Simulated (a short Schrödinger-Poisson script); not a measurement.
Structure: symmetric double-gate stack, SiO2 on p-type Si(100), at 300 K.

```
layer  material  thickness (nm)  Na (cm⁻³)
-----  --------  --------------  ---------
1          SiO2             3.2          -
2            Si               5       5e16
3          SiO2             3.2          -
```

Constants are typed, rounded textbook-type inputs, not results; the design itself was drawn at random and stands for no fabricated device. SiO2: permittivity 3.9, conduction-band edge (eV) 3.15, gap (eV) 9, electron mass (mₑ) 0.5. Si: permittivity 11.7, conduction-band edge (eV) 0, gap (eV) 1.124, Nv at 300 K (cm⁻³) 3.1e19.

Channel valleys (confinement mass, in-plane density-of-states mass, number): Δ2 0.916, 0.19, 2; Δ4 0.19, 0.417, 4. At the gates, both at one voltage, the conduction-band edge of layer 1 lies 3.35 eV − eVg above the Fermi level of the channel. Gaps are held at their typed values at every temperature. Mesh 0.03 nm at interfaces.

Solved with a short Schrödinger-Poisson script written for these runs: 1D Poisson equation in equilibrium, electrons classical, Fermi-Dirac, parabolic valleys, classical holes, full ionisation, no traps, pinning or gate leakage.

The same stack at other levels of the model or other numerical settings:

```
run                                        sheet density of all electrons at Vg = 2.4 V (cm⁻²)  sheet density of all electrons at Vg = 0.6 V (cm⁻²)  capacitance of both gates at Vg = 2.4 V (μF/cm²)  rough cost against the base
-----------------------------------------  ---------------------------------------------------  ---------------------------------------------------  ------------------------------------------------  ---------------------------
base                                                                                   2.78e13                                              5.29e12                                              2.04                      about 1
electrons treated as classical, Boltzmann                                                    …                                              5.35e12                                              2.10                          0.3
electrons treated as quantum, Hartree                                                        …                                                    …                                              1.93                            6
mesh six times as coarse                                                               2.76e13                                              5.25e12                                              2.02                          0.5
```

**Question.** What belongs in the gaps?

**Answer.** 
- electrons treated as classical, Boltzmann, sheet density of all electrons at Vg = 2.4 V (cm⁻²): 2.85e13
- electrons treated as quantum, Hartree, sheet density of all electrons at Vg = 2.4 V (cm⁻²): 2.57e13
- electrons treated as quantum, Hartree, sheet density of all electrons at Vg = 0.6 V (cm⁻²): 4.55e12

The classical rows ignore confinement, and Boltzmann statistics overrate the density once the band edge passes the Fermi level.
